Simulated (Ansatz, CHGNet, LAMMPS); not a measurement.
**How well does each level of theory give the c axis length of L1₀ (CuAu-type) FePt?**

Reference value: 3.726 Å (measured, room temperature, no zero-point or thermal correction, 0.1 GPa; as tabulated in Sawada et al. (2023), arXiv:2212.12065).

```tsv
level (code)	value (Å)	difference (%)
Lennard-Jones jacobson2022 (LAMMPS)	3.601	-3.35
CHGNet-r²SCAN	3.642	-2.25
LDA (Ansatz)	3.679	-1.26
PBE (Ansatz)	3.765	+1.05
PBE-D4 (Ansatz)	3.729	+0.08
r²SCAN (Ansatz)	3.727	+0.03
r²SCANh (Ansatz)	3.725	-0.03
```

Leaving aside Lennard-Jones jacobson2022 (doubt noted below): The reference is not for a static lattice or low temperature, so close values are not ranked against it.

The reference isn't brought to a static lattice, while the calculations are for one, so the differences are not the levels' errors alone. Spin-polarised runs: LDA (parallel moments), PBE (parallel moments), PBE-D4 (parallel moments), r²SCAN (parallel moments), r²SCANh (parallel moments). Density-functional levels without +SOC have no spin–orbit coupling. Lennard-Jones jacobson2022: the pair parameters belong to the elements and are mixed by rule. Lennard-Jones jacobson2022: pair potentials favour close packing, so symmetry can be all that holds this lattice. Cutoffs and k meshes differ between the levels. Ansatz's density-functional and Hartree–Fock values are scalar-relativistic unless marked +SOC, with PAW data made under PBE.

Empirical potentials (Lennard-Jones jacobson2022) are fitted to chosen data: where that held the value shown, agreement is built in, and what lay outside the fit can be far off. Machine-learned potentials (CHGNet-r²SCAN) are trained on DFT data: a solid inside that data is no test of them.

Differences are worked out from the printed values.

Ansatz is a first-principles code.
